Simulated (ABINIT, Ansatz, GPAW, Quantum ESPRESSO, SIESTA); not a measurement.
## Mg (P6_3/mmc, 4 atoms in the cell) computed with different codes at matched settings

Self-consistent single point.

```yaml
crystal:
  lattice:
    - [3.15713, 0.00000, 0.00000]
    - [-1.57857, 2.73416, 0.00000]
    - [0.00000, 0.00000, 10.25488]
  atoms:
    - { symbol: Mg, position: [0.00000, 0.00000, 0.00000] }
    - { symbol: Mg, position: [0.00000, 0.00000, 0.50000] }
    - { symbol: Mg, position: [0.33333, 0.66667, 0.25000] }
    - { symbol: Mg, position: [0.66667, 0.33333, 0.75000] }
```

All programs got the same cell, k-point mesh and kind of occupations (in Ansatz's words: kpoints.mp_grid.grid = 8 8 3; scf.occupations.method = gaussian; scf.occupations.width = 0.136 eV); potentials, basis and cutoffs are each program's usual ones.

```tsv
code	model	pressure (GPa)	k-points	cutoff
Ansatz	PBE, PAW files	1.56	20	420 eV
ABINIT	PBE, norm-conserving pseudopotentials (PseudoDojo nc-sr-05 PBE standard)	1.57	20	42 Ha
Quantum ESPRESSO	PBE, SSSP 1.1.2 efficiency (PBE) pseudopotentials	1.45	20	35 Ry
GPAW	PBE, GPAW PAW datasets PBE (gpaw-data 1.0.1)	1.49	20	800 eV
SIESTA	GGA PBE, numerical atomic orbitals DZP, PseudoDojo PBE standard norm-conserving potentials (rewritten from UPF to PSML)	5.18	110	grid 300 Ry
```

The spread over the programs that give each value: pressure within 3.73 GPa.

The starting cell comes from a database of computed structures (which also holds hypothetical and non-ambient phases and stackings), without a prior relaxation at this level. Its lattice was rescaled by a random factor within 2.5 % of one.

Q: Why do the programs differ, and what cannot be compared?

A: Differences of this kind can come from the potentials, where these differ, and from what each basis and cutoff leave unconverged. The valence holds different numbers of electrons (Ansatz (a first-principles code) 40, ABINIT 40, Quantum ESPRESSO 8, GPAW 40, SIESTA 40). The zero of total energies and Fermi levels follows the potentials and each program's conventions, so they are not compared here. SIESTA uses small atom-centred bases, whose incompleteness enters pressures, forces and empty levels differently from a plane-wave cutoff. Ansatz's pressure is given at a fixed set of plane waves, as the other plane-wave codes print theirs. The programs reduce the same mesh by symmetry to different extents, which changes the work and not the result. In the pressure, SIESTA (by 3.66) lies more than 1 GPa from the median of the plane-wave programs.

Left out of this page: CP2K (unsound by tests on forces, stress, charge or solver warnings); Elk and FLEUR (not drawn, or without a comparable value).

Keys are those of Ansatz 0.2.
